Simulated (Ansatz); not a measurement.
Start from Au in the fcc (Cu type) structure (space group Fm-3m, No. 225; a = 4.0477 Å; relaxed with 0.1 eV smearing). Axes: x, y, z lie along the cube axes.

All numbers come from Kohn–Sham DFT with the LDA functional, run in Ansatz (a quantum-chemistry and plane-wave program) with PAW and 420 eV plane waves, spin-orbit coupling left out.

The change: biaxial strain −2.00 %, plane normal [001], relaxed out of plane (Cartesian); in-plane vectors clamped, the third vector and the atoms free.

Question: What happens to the out-of-plane strain?

Answer: The out-of-plane strain amounts to +3.44 %.

Question: Estimate the effect on the energy relative to the base.

Answer: The energy grows by 4.2 meV/atom.

No phonon test of stability was made.
